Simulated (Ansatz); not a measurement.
## fcc Al (1 1 0) on zinc-blende InP (0 0 1) (film strained to the substrate, started from cuts of the bulks and a machine-learned relaxation)

A periodic stack without vacuum, fcc Al (1 1 0) on zinc-blende InP (0 0 1) (film strained to the substrate, started from cuts of the bulks and a machine-learned relaxation): substrate slab In10P12, film Al24, surface cells [[-2, 0], [-1, -1]] and [[0, 3], [-1, 0]], film strained by -1.7 and +4.3 %, outermost planes P/P and Al/Al as cut, which need not be the usual terminations and can put a slab off its formula.

The start was prepared with a machine-learned potential, and the result is one local minimum, with the in-plane cell held and forces under 0.04 eV/Å; the film can end far from its bulk form.

Level of theory: PBE (plane waves to 420 eV, PAW; Ansatz, a quantum-chemistry and plane-wave program). Scalar-relativistic, without spin–orbit coupling; the runs are not spin-polarised; PBE gaps are too small against experiment. Its k-point mesh 3×6×1, Fermi–Dirac width 0.05 eV.

* **interface area**: 35.5 Å²
* **period**: 28.32 Å
* **gaps between the outermost planes at the two interfaces**: 0.99 and 1.46 Å
* **Al–P contacts across the interfaces within 1.22 times the sum of covalent radii**: 9, mean 2.46 Å
* **estimate of the barrier**: withheld, since the Fermi level falls at or inside a band of the host, which a slab this thin can't settle

```
Al12In5P6
1.0
    8.42871    -0.00001     0.03445
    0.00038     4.21256    -0.12775
   -3.39130    -0.86619    28.34945
In P Al
10 12 24
Direct
  0.57637   0.89470   0.18911
  0.07993   0.89549   0.19186
  0.79097   0.35257   0.08591
  0.28131   0.35152   0.08435
  0.66088   0.98021   0.40248
  0.15826   0.98364   0.39925
  0.86588   0.43858   0.29530
  0.37178   0.43855   0.29599
  0.95415   0.52208   0.50692
  0.44446   0.52741   0.50588
  0.55474   0.37288   0.13603
  0.05933   0.37417   0.13967
  0.24632   0.82950   0.03138
  0.79992   0.83146   0.03474
  0.64064   0.45887   0.34964
  0.13798   0.46181   0.34701
  0.35169   0.91703   0.24351
  0.84549   0.91686   0.24270
  0.71776   0.57327   0.55717
  0.22573   0.51082   0.56773
  0.42461   0.00561   0.45329
  0.93567   0.00115   0.45412
  0.91875   0.66962   0.66245
  0.24754   0.69299   0.65853
  0.58320   0.66437   0.66253
  0.05994   0.16103   0.61611
  0.40719   0.14345   0.61427
  0.72990   0.09736   0.60255
  0.62001   0.71566   0.76216
  0.94951   0.71356   0.76422
  0.28514   0.71881   0.76131
  0.76745   0.19065   0.70966
  0.10231   0.19735   0.71509
  0.43515   0.19758   0.71346
  0.31308   0.75070   0.86192
  0.65518   0.75522   0.86252
  0.98398   0.75714   0.86888
  0.47098   0.23312   0.81500
  0.80369   0.23664   0.81646
  0.13213   0.23310   0.81634
  0.00020   0.80887   0.97971
  0.35036   0.79434   0.95893
  0.66404   0.79449   0.95888
  0.16367   0.27716   0.91776
  0.49635   0.27681   0.91571
  0.84059   0.28179   0.92160
```
